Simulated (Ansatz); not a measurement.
Tl₂Se (model structure, started from the CdI2 type, P-3m1, No. 164, 3 atoms in the cell) was calculated with PBE (plane waves, PAW; Ansatz, a quantum-chemistry and plane-wave program).

Numerical settings: plane-wave cutoff 520 eV, 12×12×6 k mesh (along the axes of the cell as run), Fermi–Dirac smearing 0.01 eV, scalar-relativistic PAW data made under PBE.

Cell (relaxed with PBE-D3(BJ)):

Space group P-3m1 (No. 164); a = b = 4.5199 Å, c = 6.5025 Å, α = β = 90.00°, γ = 120.00°

```json
[
 {"atom": "Se", "site": "1a", "symmetry": "-3m.", "x": "0.0000", "y": "0.0000", "z": "0.0000"},
 {"atom": "Tl", "site": "2d", "symmetry": "3m.", "x": "0.3333", "y": "0.6667", "z": "0.2636"}
]
```

Question: Estimate the band gap and smallest direct gap on the k points sampled that the calculation returns.

Answer: 
band gap: 0.18 eV
smallest direct gap on the k points sampled: 0.32 eV

Note: the relaxation could raise the start's symmetry but not lower it, so the cell can be a saddle point; cell and atoms aren't relaxed at this level (largest force component 0.16 eV/Å, pressure -1.0 GPa).

Spin–orbit coupling is not included; it can close the smallest gap of 0.18 eV.

Cost on a shared machine: about 40 core-seconds (a rough figure).

A model structure was made by putting elements into a prototype or built by hand; it is no filed structure, need not be a known phase, and can be a saddle point held by its symmetry.
